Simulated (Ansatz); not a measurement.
Here is the system:

Host crystal: anatase TiO2, with a band gap (PBE, scalar-relativistic without spin-orbit coupling).

End structure of Cl on the 1x1 (101) surface of anatase TiO2 (cut with top plane O), one in a 2x1 cell, started at the site 'over Ti at depth 0.9 Å':

```xyz
37
Lattice="7.5975 0.0000 0.0000 1.8994 5.2090 0.0000 0.0000 0.0000 28.5000" Properties=species:S:1:pos:R:3 pbc="T T T"
O      1.8994     2.2734     9.5548
O      5.6981     2.2734     9.5548
Ti     1.8994     3.8696    10.4672
Ti     5.6981     3.8696    10.4672
O      3.7988     4.3968    10.2347
O      7.5975     4.3968    10.2347
O      3.7988     0.6610    10.9426
O      7.5975     0.6610    10.9426
Ti     1.8994     1.0646    10.9433
Ti     5.6981     1.0646    10.9433
O      1.8994     2.8956    11.9562
O      5.6981     2.8956    11.9562
O      1.8994     0.6402    13.0347
O      5.6981     0.6402    13.0347
Ti     1.9003     2.3931    13.9409
Ti     5.6964     2.3957    13.9554
O      3.7963     2.8139    14.0028
O      7.6000     2.8172    13.9908
O      1.9029     4.3268    14.5032
O      5.6944     4.3262    14.4982
Ti     3.7989     4.7385    14.5670
Ti     7.5994     4.7416    14.5377
O      1.8993     1.2968    15.4620
O      5.7000     1.2991    15.4550
O      3.8079     4.2681    16.5902
O      7.5832     4.2675    16.5205
Ti     1.8889     0.8965    17.4982
Ti     5.7038     0.8825    17.5316
O      3.8011     1.3095    17.5473
O      7.5958     1.2704    17.5330
O      1.8826     2.7725    18.1678
O      5.7141     2.7599    18.2093
Ti     3.8043     3.2445    18.1078
Ti     7.5940     3.2921    18.0109
O      3.8177     4.9589    18.9634
O      7.5974     4.8821    18.9214
Cl     3.7428     3.3325    20.6564
```

Model: 37-atom slab, 9.4 Å thick at the start under the adsorbate (thin: gaps and levels are the slab's own), 3x4x1 mesh, Fermi-Dirac 0.01 eV, dipole correction, single point; no symmetry held, on the structure that PBE left; spin-polarised, ending with about 1.0 μB a cell; orders that need a larger cell were not tried, no spin-orbit, no U, no dispersion correction. The program's check for a lower electronic state was not made. It is one chosen start, not shown to be the lowest state of the adsorbate.

A negative adsorption energy means that the adsorbate is more stable on the surface than in its reference.

**Question.** What is the computed change of the step from the bottom to the top vacuum level, against the clean slab (r2SCAN, at the PBE geometry and the start's symmetry (Ansatz, a first-principles code))?

**Answer.** 0.34 eV

**Question.** Predict the highest filled level below the top vacuum level from r2SCAN, at the PBE geometry and the start's symmetry.

**Answer.** 8.13 eV

**Question.** What gap of the slab on its k-mesh does r2SCAN, at the PBE geometry and the start's symmetry give?

**Answer.** 1.40 eV

**Question.** Estimate the adsorption energy against ½ Cl2(g) at the same level that r2SCAN, at the PBE geometry and the start's symmetry returns for this input.

**Answer.** 0.74 eV
